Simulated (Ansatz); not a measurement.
# NiAs-type NiSb

These are PBE (Ansatz, a program for electronic structure, plane waves, PAW) values and carry that method's errors.

Run with plane-wave cutoff 500 eV, 12×12×8 k mesh (along the axes of the cell as run), Fermi–Dirac smearing 0.05 eV, no spin polarisation, scalar-relativistic PAW data made under PBE.

Cell (relaxed at this level):

```xyz
4
Lattice="1.9883 -3.4438 0.0000 1.9883 3.4438 0.0000 0.0000 0.0000 5.1553" Properties=species:S:1:pos:R:3 pbc="T T T"
Ni     0.0000     0.0000     2.5777
Ni     0.0000     0.0000     0.0000
Sb     1.9883     1.1479     1.2888
Sb     1.9883    -1.1479     3.8665
```

```json
{
  "volume_per_atom": "17.65 Å³/atom",
  "lattice_constant_a": "3.977 Å",
  "lattice_parameter_c": "5.155 Å"
}
```

Measured, for comparison: lattice constant a 3.946 Å, lattice parameter c 5.148 Å (temperature not stated, not corrected to a static lattice; as tabulated in Wikipedia's data pages). Computed (rounded) less measured: lattice constant a +0.8 %, lattice parameter c +0.1 %.

Spin–orbit coupling is not included.

The result took about 40 core-seconds (a rough figure).
